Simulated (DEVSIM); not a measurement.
**Schottky contact on n-type β-Ga2O3**

System: Schottky contact on n-type β-Ga2O3, at 300 K.

```
layer (left to right)  material  thickness (μm)  Nd (cm⁻³)  τn (s)   τp (s)
---------------------  --------  --------------  ---------  ------  -------
1                       β-Ga2O3            8.00     1.1e16  6.2e-9  6.2e-10
```

Left contact: Schottky, work function 5.69 eV, emission velocity 3.6e6 cm/s. Right contact: ohmic. Voltage is applied to the left contact. Recombination: SRH at mid-gap. Mobility is μmin + (μ − μmin)/(1 + (N/Nref)^α).

The device is made up for the run: typed textbook-type constants, with dimensions and the other settings drawn at random. Values at 300 K.

```csv
parameter,β-Ga2O3
gap (eV),4.8
affinity (eV),4
permittivity,10
Nc (cm⁻³),3.7e18
Nv (cm⁻³),5e20
μn (cm²/Vs),160
μp (cm²/Vs),1
"μn,min",20
"μp,min",0.1
"Nref,n",1e18
"Nref,p",1e18
αn,0.8
αp,0.8
```

DEVSIM, 1D drift-diffusion, Boltzmann statistics, complete ionisation; no tunnelling, impact ionisation, image-force lowering or self-heating. Metal contacts follow the ideal Schottky-Mott rule: no Fermi-level pinning, no interface dipoles.

```
Property                                            Value
---------------------------------------------  ----------
Potential step across the device at zero bias     1.540 V
Largest field in the device at zero bias       78000 V/cm
Dark forward voltage at 1 A/cm²                   1.334 V
Dark forward voltage at 100 A/cm²                 1.749 V
```

Small-signal capacitance in reverse bias (quasi-static):

| V (V) | C (nF/cm²) |
|---|---|
| -0.1 | 22.0 |
| -0.25 | 21.0 |
| -0.5 | 19.7 |
| -0.75 | 18.6 |
| -1 | 17.6 |
| -1.5 | 16.1 |
| -2 | 14.9 |
| -2.5 | 13.9 |
| -3.25 | 12.8 |
| -4 | 11.9 |
| -5 | 10.9 |

Dark forward current:

```
V (V)  J (A/cm²)
-----  ---------
0.50     1.6e-14
0.55     1.1e-13
0.60     7.5e-13
0.65     5.2e-12
0.70     3.5e-11
0.80      1.7e-9
0.85      1.1e-8
0.90      7.7e-8
0.95      5.3e-7
1.00      3.6e-6
1.05      2.4e-5
1.10     0.00016
1.15      0.0011
1.20      0.0074
1.30        0.31
1.35         1.7
1.40         6.5
1.45          15
1.50          27
1.55          40
1.60          55
1.65          70
1.70          85
1.80         120
1.85         130
1.90         150
1.95         160
2.00         180
```
